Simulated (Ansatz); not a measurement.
Take CuI in the zinc blende structure (space group F-43m, No. 216; a = 5.862 Å) as the base. Axes: x, y, z lie along the cube axes.

Computed with Ansatz (a program for electronic structure), LDA, PAW, cutoff 420 eV, no spin-orbit coupling.

For the base:

The valley order is Γ 1.22 eV; L along ⟨111⟩ 2.12 eV; X along ⟨100⟩ 2.41 eV and the shortest interatomic distance comes out as 2.538 Å.

Now apply this change: biaxial strain −1.25 %, plane normal [111], relaxed out of plane (Cartesian); in-plane vectors clamped, the third vector and the atoms free.

**Question.** What happens to the in-plane stress?

**Answer.** The mean in-plane stress (compression positive) amounts to +1.3 GPa.

**Question.** What does the calculation give for the valley order after the change?

**Answer.** The valley order (the lowest conduction-band minima on the path, energy above the VBM, named in the base's zone) becomes Γ 1.24 eV; L along [1-11] 2.05 eV; L along [111] 2.28 eV; X along [100] 2.33 eV (base: Γ 1.22 eV; L along ⟨111⟩ 2.12 eV; X along ⟨100⟩ 2.41 eV).

**Question.** What happens to the out-of-plane strain?

**Answer.** The out-of-plane strain is +1.07 %.

**Question.** Predict the new shortest interatomic distance.

**Answer.** The shortest interatomic distance decreases by 0.012 Å (2.538 Å → 2.526 Å).

Spin-orbit coupling, missing from the scalar runs, can matter with I. The levels and masses belong to the bands next to the band gap. Stability against distortions was not tested. The final runs are not spin-polarised.
